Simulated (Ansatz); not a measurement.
# KI: energy against strain

KI (rock salt, Fm-3m, 42.978 Å³/atom at rest) under an equal strain ε in the (001) plane with the normal axis free, as in a coherent film. PBEsol in Ansatz, a plane-wave DFT program (PAW, default set), 420 eV, 8×8×8 Γ-centred mesh, Fermi-Dirac smearing 0.05 eV; ions are relaxed within the symmetry of each cell.

Here s stands for strain and y for E less E0.

| strain (%) | E less E0 (meV/atom) |
|---|---|
| -1.50 | 2.14 |
| -1.00 | 0.94 |
| -0.50 | 0.24 |
| 0.00 | 0.00 |
| 0.50 | 0.19 |
| 1.00 | 0.79 |
| 1.50 | 1.77 |
| 3.00 | ? |

Question: Fit y against s with a parabola, and predict the withheld value at s = 3.00.

Answer: Least squares gives y = -0.002 - 0.1043·s + 0.8695·s². Residuals (row less fit): 0.029, -0.032, -0.028, 0.002, 0.027, 0.027, -0.028; standard error 0.035 (degrees of freedom: 4). Twice the quadratic coefficient over the volume, 2 × 0.8695 meV × 10⁴ × 0.1602 / 42.978 Å³, is twice the biaxial elastic modulus of this plane = 65 ± 1.1 GPa. At the withheld row, y = -0.002 - 0.1043 × 3.0 + 0.8695 × 3.0² = 7.511 meV/atom. The calculation gives 6.71 meV/atom, 0.801 meV/atom below the prediction (11.9 % of the range of y in the table). The row lies outside the fitted rows, so this is an extrapolation. From the scatter of the fitted rows alone, a prediction at this place has a standard error of 0.133 meV/atom, so the miss is 6.0 times that.

One order more, fitted to all 13 runs of the series, follows each within 0.01, so the miss is the next term of a smooth law. Rows are the converged runs of the series near zero and its far end; series whose fitted rows scatter by over a few per cent of the range, as at a crossing or softening among them, aren't shown in this form. Most that stay on the fit to the last digits aren't either.
